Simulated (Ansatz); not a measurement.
Base system: Cu₃N (space group Pm-3m, No. 221; a = 3.827 Å).

Calculations: PBE/PAW in Ansatz (a quantum-chemistry and plane-wave program), without spin-orbit coupling.

Before the change:

| Item | Result |
|---|---|
| Band gap | 0.22 eV |
| Hole mass | 0.14, 0.14, 2.1 mₑ (at R) |
| Density | 6.06 g/cm³ |
| Smallest direct gap | 0.75 eV |

Modification: cell and atoms relaxed at a pressure of 0.9 GPa.

Q: Predict the new band gap, hole mass, density and smallest direct gap.

A: The band gap decreases by 0.02 eV (0.22 eV → 0.20 eV); the hole mass (degenerate bands, along [100]) changes from 0.14, 0.14, 2.1 mₑ (at R) to 0.13, 0.13, 2.1 mₑ (at R); the density rises by 0.05 g/cm³ to 6.11 g/cm³; the smallest direct gap shrinks by 0.02 eV, from 0.75 eV to 0.73 eV.

Load acts through the strain it causes; cell and atoms are relaxed under it. Effective masses come from finite differences of ±0.01 Å⁻¹. Stability against distortions was not tested. All final runs are without spin polarisation. The zero or small gap of Cu3N can change with the level of theory.
